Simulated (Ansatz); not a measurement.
A computed series for hypothetical diamond Ir: response to strain

The parent structure is Ir in the diamond structure (space group Fd-3m, No. 227; a hypothetical phase, not in the database extracts checked; relaxed with 0.1 eV smearing).

```xyz
2
Lattice="0.0000 2.7850 2.7850 2.7850 0.0000 2.7850 2.7850 2.7850 0.0000" Properties=species:S:1:pos:R:3 pbc="T T T"
Ir     4.1775     4.1775     4.1775
Ir     2.7850     2.7850     2.7850
```

Cartesian axes are those of the cell as printed.

Strains are applied to the cell and any free atomic positions relax; under biaxial strain the out-of-plane vector relaxes too.

Level of theory: PBE in Ansatz (plane waves to 420 eV, PAW, no spin-orbit coupling).

Notes on the quantities. in-plane stress: mean in-plane stress (compression positive).

| case | in-plane stress | out-of-plane strain | space group |
|---|---|---|---|
| base | – | – | Fd-3m (No. 227) |
| biaxial strain +0.58 %, plane normal [001], relaxed out of plane | 0.0 GPa | -1.15 % | I4_1/amd (No. 141) |
| biaxial strain +2.19 %, plane normal [001], relaxed out of plane | -0.2 GPa | -4.37 % | I4_1/amd (No. 141) |
| biaxial strain +2.43 %, plane normal [001], relaxed out of plane | -0.3 GPa | -4.84 % | I4_1/amd (No. 141) |
| isotropic strain −1.47 % | – | – | Fd-3m (No. 227) |

No phonon test of stability was made. All final runs are without spin polarisation.

Ansatz is an electronic-structure program.
